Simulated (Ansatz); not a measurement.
C11b WSi2 was calculated with r²SCAN+rVV10 (plane waves, PAW; Ansatz, a quantum-chemistry and plane-wave program).

Total energies, extrapolated to zero smearing (they compare only within this program, potentials and cutoff):

```csv
system,energy (eV/atom)
"C11b WSi2, relaxed",-3890.9102
diamond-structure Si,-638.6012
bcc W,-10394.5277
```

Q: Work out the enthalpy of formation per atom.

A: ΔH_f ≈ ΔE = -3890.9102 − [2 × (-638.6012) + 1 × (-10394.5277)]/3 = -0.333 eV/atom (0 K, no vibrations). The reference value is -0.283 ± 0.02 eV/atom (measured, 298 K, copied from a table, unchecked, not corrected to a static lattice; as tabulated in Wang et al. (2021), doi:10.1038/s41598-021-94550-5), a difference of -0.050 eV/atom.

Spin–orbit coupling is left out; its size isn't shown.

The PAW data were made under PBE.
